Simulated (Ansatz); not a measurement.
## Short convergence ladders for V₃Sn (Pmm2, 8 atoms in the cell)

```yaml
crystal:
  lattice:
    - [4.96328, 0.00000, 0.00000]
    - [0.00000, 4.96328, 0.00000]
    - [0.00000, 0.00000, 4.96328]
  atoms:
    - { symbol: V, position: [0.50000, 0.25000, 0.00000] }
    - { symbol: V, position: [0.50000, 0.75000, 0.00000] }
    - { symbol: V, position: [0.26007, 0.00000, 0.50000] }
    - { symbol: V, position: [0.75000, 0.00000, 0.50000] }
    - { symbol: V, position: [0.00000, 0.50000, 0.25000] }
    - { symbol: V, position: [0.00000, 0.50000, 0.75000] }
    - { symbol: Sn, position: [0.50000, 0.50000, 0.50000] }
    - { symbol: Sn, position: [0.00000, 0.00000, 0.00000] }
```

Base method: PBEsol, default PAW files made with PBE (plane waves; Ansatz, an electronic-structure program).

Base settings: basis.ecutwfc = 420 eV; kpoints.mp_grid.grid = 3 3 3; hamiltonian.xc = pbesol; hamiltonian.pseudopotentials = {kind: paw} (the program's default PAW files); scf.occupations.method = gaussian; scf.occupations.width = 0.1 eV.

The count of work is k-points × plane waves × bands × iterations; it is no time. 

**The cutoff for other potential files**

Level: DFT, PBEsol, plane waves, harder PAW files (source: ansatz) made with PBE.

In this ladder: hamiltonian.pseudopotentials = {kind: paw, source: ansatz}.

The second cell is the first with its lattice scaled by 0.98.

The mesh stays at the base's, so the ladder's end is converged at best in this setting alone.

The first pressure column holds Ansatz's estimate of the finite-basis (Pulay) stress, which hides part of the cutoff error; the other is without it.

Only quantities that move along the ladder and can be compared are tabulated.

| basis.ecutwfc | free energy less the last step's (meV/atom) | energy of the compressed cell less the first (meV/atom) | pressure (GPa) | pressure without the Pulay estimate (GPa) | largest difference of a force vector from the last step's (eV/Å) | count of work / last |
|---|---|---|---|---|---|---|
| 380 eV | 5095.63 | -45.27 | -18.08 | -258.15 | 0.821 | 0.12 |
| 460 eV | 1104.82 | 8.54 | -2.77 | -73.58 | 0.193 | 0.14 |
| 590 eV | 90.05 | -10.78 | -6.93 | -14.40 | 0.023 | 0.20 |
| 715 eV | 4.66 | -9.45 | -6.59 | -7.20 | 0.001 | 0.28 |
| 840 eV | 0.22 | -9.63 | -6.60 | -6.62 | 0.000 | 0.35 |
| 1010 eV | 0.11 | -9.63 | -6.60 | -6.60 | 0.000 | 0.46 |
| 1260 eV | 0.06 | -9.63 | -6.60 | -6.60 | 0.000 | 0.65 |
| 1680 eV | 0.00 | -9.63 | -6.60 | -6.60 | 0.000 | 1.0 |

Coarsest basis.ecutwfc that holds the forces within 0.02 eV/Å of the last step, with all finer ones: 715 eV, at 0.28 of the last step's count of work; the step before is off by 0.023 eV/Å.

Coarsest basis.ecutwfc that holds the pressure within 0.05 GPa of the last step, with all finer ones: 715 eV, at 0.28 of the last step's count of work; the step before is off by 0.34 GPa.

Coarsest basis.ecutwfc that holds the energy of the compressed cell less the first within 0.5 meV/atom of the last step, with all finer ones: 715 eV, at 0.28 of the last step's count of work; the step before is off by 1.1 meV/atom.

The energy difference between the two cells stays within 1 meV/atom of the last step's from 715 eV on, the total only from 840 eV on: much of the error is common to both cells and cancels.

At the lowest cutoff the pressure without the Pulay estimate lies 252 GPa under the last step's, the usual sign of Pulay stress in an incomplete plane-wave basis.

**The density cutoff**

The mesh stays at the base's, so the ladder's end is converged at best in this setting alone.

Only quantities that move along the ladder and can be compared are tabulated.

```tsv
basis.ecutrho_ratio	pressure (GPa)
2	-6.66
3	-6.58
4	-6.58
5	-6.58
6	-6.58
8	-6.58
10	-6.58
12	-6.58
16	-6.58
```

Coarsest basis.ecutrho_ratio that holds the pressure within 0.05 GPa of the last step, with all finer ones: 3; the step before is off by 0.08 GPa.

**The relaxed cell against the cutoff**

On V₃Sn (Pm-3n, 8 atoms in the cell): atoms on their sites.

In this ladder: relax = cell and atoms.

The mesh stays at the base's, so the ladder's end is converged at best in this setting alone.

Only quantities that move along the ladder and can be compared are tabulated.

```tsv
basis.ecutwfc	relaxed volume (Å³/atom)	relaxation steps
210 eV	13.992	37
295 eV	14.746	10
355 eV	14.687	7
420 eV	14.676	5
505 eV	14.674	5
630 eV	14.673	5
840 eV	14.672	5
```

Coarsest basis.ecutwfc that holds the relaxed volume within 0.029 Å³/atom of the last step, with all finer ones: 355 eV; the step before is off by 0.074 Å³/atom.

At the lowest cutoff the cell relaxes to a volume 4.6 % smaller than at the highest. Ansatz relaxes on a stress corrected for the finite basis.

On the base run: the starting cell comes from a database of computed structures (which also holds hypothetical and non-ambient phases and stackings), without a prior relaxation at this level. Its lattice was rescaled by up to half a per cent. One atom was moved a little off its site on purpose. Spin polarisation is off. Without a gap this mesh is coarse (it stands for a supercell whose shortest vector is 15 Å).

Left out of this page: 1 run of the series failed or unconverged.

Keys are those of Ansatz 0.2.
